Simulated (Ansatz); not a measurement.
Seebeck coefficient (μV/K, mean over directions) of n-type GaP (F-43m) against carrier density, Ansatz (an electronic-structure program) with HSE06, rigid bands. Computed gap 2.25 eV; densities at which minority carriers matter at this gap, or further valleys turn the trend, are left out. Conductivity mass 0.34 mₑ (harmonic mean over directions), N_c = 4.2e19 cm⁻³ at 300 K.

```tsv
electron density	300 K	500 K
1e16 cm⁻³	(withheld)	-985
1e17 cm⁻³	-724	-787
1e18 cm⁻³	(withheld)	-588
3e18 cm⁻³	-432	-494
1e19 cm⁻³	-329	-391
3e19 cm⁻³	-237	-298
1e20 cm⁻³	-144	-200
3e20 cm⁻³	-77	(withheld)
1e21 cm⁻³	-45	-77
```

Q: Complete the blanks.

A: 
- 1e16 cm⁻³, 300 K: -923
- 1e18 cm⁻³, 300 K: -526
- 3e20 cm⁻³, 500 K: -124

Rigid bands with a gap fixed in temperature, one relaxation time for all states, no polarons or phonon drag, and whether or not such doping can be reached. Spin-orbit coupling is left out. Geometry: cell and atoms relaxed with PBEsol.
